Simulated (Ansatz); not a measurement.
## A computed series for Sr: element substitutions

The parent structure is Sr in the fcc (Cu type) structure (space group Fm-3m, No. 225).

```xyz
1
Lattice="0.0000 2.9613 2.9613 2.9613 0.0000 2.9613 2.9613 2.9613 0.0000" Properties=species:S:1:pos:R:3 pbc="T T T"
Sr     0.0000     0.0000     0.0000
```

Each row replaces one element on all its sites; cell and atoms are relaxed.

All numbers come from PBEsol (Ansatz, a first-principles code, PAW, no spin-orbit coupling).

Base values:

The volume per atom is 51.93 Å³.

### Question
The aim is a volume per atom between 7.46 Å³ and 8.11 Å³. Which of these changes reaches it?
A. Sr → Ca
B. Sr → Mg
C. Sr → Be

### Answer
C, Sr → Be. It gives 7.80 Å³; Sr → Ca gives 40.58 Å³; Sr → Mg gives 22.69 Å³. Changes not listed may reach it too

No phonon test of stability was made. As relaxed here, Be is a hypothetical phase, not in the database extracts checked. For Mg in this form, whether it has been made was not checked. This is not the structure that Mg has at room temperature and ambient pressure.
